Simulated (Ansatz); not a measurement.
The parent structure is Cu3N (space group Pm-3m, No. 221; a = 3.7649 Å). Axes: x, y, z lie along the cube axes.

Computed with PBEsol (Ansatz, a first-principles code; PAW; 420 eV plane waves; without spin-orbit coupling).

For the base:

The pressure comes out as 0.0 GPa and the valley order is M along ⟨110⟩ 0.02 eV; Γ 1.10 eV. The volume per atom comes out as 13.34 Å³.

Perturbation: biaxial strain +0.51 %, plane normal [001], relaxed out of plane (Cartesian); in-plane vectors clamped, the third vector and the atoms free.

### Question
What does the calculation give for the energy relative to the base after the change?

### Answer
The energy increases by 0.7 meV/atom.

### Question
Predict the new pressure.

### Answer
The pressure (mean of the normal stresses, compression positive) goes from zero to -1.0 GPa.

### Question
What happens to the valley order?

### Answer
The valley order (the lowest conduction-band minima on the path, energy above the VBM, named in the base's zone) changes from M along ⟨110⟩ 0.02 eV; Γ 1.10 eV to M along [110] 0.04 eV; M along [011] 0.05 eV; Γ 1.07 eV.

### Question
Predict the new volume per atom.

### Answer
The volume per atom grows by 0.11 Å³ to 13.45 Å³.

Stability against distortions was not tested. All final runs are without spin polarisation. Gaps under 0.05 eV, about the width of the smearing, are given as zero.
